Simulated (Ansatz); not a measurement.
Consider GaCuSe₂ in the chalcopyrite structure (space group I-42d, No. 122; a = 5.672 Å, c = 11.263 Å).

The values are results of DFT with PBE, PAW potentials and a 420 eV plane-wave cutoff in Ansatz (a first-principles code), no spin-orbit coupling, not measurements.

Before the change:

* **Band gap**: zero
* **Pressure**: 0.0 GPa

One thing is altered: the cell is scaled by 0.9850 in all directions, atoms relaxed at fixed cell.

Question: How does this affect the band gap?

Answer: The band gap changes from zero to 0.17 eV.

Question: Estimate the effect on the valence-band top at Γ.

Answer: The valence-band top at Γ (three highest levels, from the VBM) amounts to 0.00, -0.10, -0.10 eV.

Question: Estimate the effect on the energy relative to the base.

Answer: The energy rises by 9.1 meV/atom.

Question: What does the calculation give for the pressure after the change?

Answer: The pressure (mean of the normal stresses, compression positive) goes from zero to 3.0 GPa.

The cells carry an imposed strain or load. Whether these cells are dynamically stable was not tested. The final runs are not spin-polarised. A zero or small gap of GaCuSe2 can be the functional's error rather than a property of the material.
